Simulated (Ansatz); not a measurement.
The starting structures come from a database of crystals and need not be the phases stable at ambient conditions.

 Where the default PAW files enter, the runs use the earlier of Ansatz's two default sets.

Here is the system:

```
BaZrF6
1.0
    5.46636     0.00000     0.00000
    0.00000     6.92063     0.00000
    0.00000     2.71784     6.36462
Ba Zr F
2 2 12
Direct
  0.43612   0.75000   0.75000
  0.56388   0.25000   0.25000
  0.00000   0.25000   0.75000
  0.00000   0.75000   0.25000
  0.75179   0.81872   0.43410
  0.24821   0.18128   0.56590
  0.75179   0.68128   0.06590
  0.24821   0.31872   0.93410
  0.24821   0.56590   0.18128
  0.75179   0.43410   0.81872
  0.24821   0.93410   0.31872
  0.75179   0.06590   0.68128
  0.84196   0.43468   0.43468
  0.15804   0.56532   0.56532
  0.84196   0.06532   0.06532
  0.15804   0.93468   0.93468
```

Space group of this cell: Cmme. The cell is taken as given.

Transport runs along the normal of the first two printed cell vectors.

The gap is the functional's own. No spin-orbit coupling. Mid-gap values are interpolated on the energy grid.

Q: Predict the band gap and the smallest decay constant κ at mid-gap from r2SCAN in Ansatz (a program for electronic structure).

A: Gap 7.17 eV on a 6×6×6 mesh; κ = 0.566 1/Å, at the zone centre.
